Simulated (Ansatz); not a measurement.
Ansatz (a quantum-chemistry and plane-wave program) run on NaZnCl3 (Pm-3m, 5 atoms in the cell): self-consistent single point.

Method of the run: revPBE, default PAW files made with PBE (plane waves; Ansatz).

```
CELL_PARAMETERS angstrom
      4.64494     0.00000     0.00000
      0.00000     4.64494     0.00000
      0.00000     0.00000     4.64494
ATOMIC_POSITIONS crystal
  Na 0.00000 0.00000 0.00000
  Zn 0.50000 0.50000 0.50000
  Cl 0.00000 0.50000 0.50000
  Cl 0.50000 0.50000 0.00000
  Cl 0.50000 0.00000 0.50000
```

Reference input (self-consistent single point, DFT, PBE, plane waves, default PAW files): kpoints.mp_grid.grid = 6 6 6; hamiltonian.xc = pbe; hamiltonian.pseudopotentials = {kind: paw} (the program's default PAW files); scf.occupations.method = cold; scf.occupations.width = 0.05 eV. This run's input differs from it in these lines:

Ansatz 0.2 input:
```diff
@@ -15,3 +15,3 @@
 hamiltonian:
-  xc: pbe
+  xc: revpbe
   pseudopotentials: { kind: paw }
```

Output, abridged:

```
SCF iter   1: F=—  HF=-8063.403882 eV  |F-HF|=—  |Δ(HF+E_count)|=         —  Δρ=2.65e-3  dr2=5.48e-3  ethr=1.77e-3  ⟨swp⟩=7.2  Hψ=2571  notcnv=0
all-band conjugate gradients solve this SCF's bands
preconditioner: auto → Resta (q_TF=auto, 2.360 Å⁻¹)
SCF iter   2: F=—  HF=-8063.402301 eV  |F-HF|=—  |Δ(HF+E_count)|=   1.58e-3  S|Δr|=    0.00e0  Δρ=1.14e-3  dr2=1.21e-3  ethr=1.31e-5  ⟨swp⟩=2.2  Hψ=1012  notcnv=0
   [... lines left out ...]
SCF iter   5: F=—  HF=-8063.402539 eV  |F-HF|=—  |Δ(HF+E_count)|=   4.24e-5  S|Δr|=    0.00e0  Δρ=5.95e-5  dr2=7.69e-6  ethr=1.07e-7  ⟨swp⟩=2.0  Hψ=771  notcnv=0  defer=3
SCF iter   6: F=—  HF=-8063.402549 eV  |F-HF|=—  |Δ(HF+E_count)|=   9.52e-6  S|Δr|=    0.00e0  Δρ=1.35e-5  dr2=1.99e-7  ethr=1.83e-8  ⟨swp⟩=2.0  Hψ=890  notcnv=0  defer=3
SCF iter   7: F=-8063.402549 eV  HF=-8063.402549 eV  |F-HF|=1.29e-8  |Δ(HF+E_count)|=   1.04e-7  S|Δr|=    0.00e0  Δρ=3.71e-6  dr2=1.31e-8  ethr=2.38e-10  ⟨swp⟩=7.8  Hψ=2295  notcnv=0
SCF 1 converged in 7 iterations: F = -8063.402549 eV  dr2 = 1.31e-8
Stability not checked (fill_not_monotonic)
Free energy (F): -8063.402549 eV
Internal energy: -8063.402549 eV  (E = F + TS)
E sigma→0 (E₀):  -8063.402549 eV
Fermi energy:    5.231841 eV
--- Forces (eV/Å), atoms counted from 1 ---
  atom   1  Na    -0.00000000    -0.00000000     0.00000000
   [... zero for the other atoms too ...]
--- Stress (GPa, compression-positive) ---
       11.063510       0.000000       0.000000
        0.000000      11.063510       0.000000
        0.000000       0.000000      11.063510
  P = ⅓ Tr σ = 11.0635 GPa (110.635 kbar)
  The stress holds the Pulay correction. Without it, at fixed plane waves, as pw.x and ABINIT print it: P = 11.0162 GPa
```

The run converged in 7 iterations. Against the reference run the pressure goes from 9.18 to 11.06 GPa and the gap on the mesh goes from 1.799 to 1.896 eV.

The starting cell was generated: these elements placed on a structure prototype, without a prior relaxation; it need not be a known phase or ordering of this composition. With a pressure of about 11 GPa the cell is away from its equilibrium volume at this level. Ansatz's pressure includes its estimate of the finite-basis (Pulay) stress.
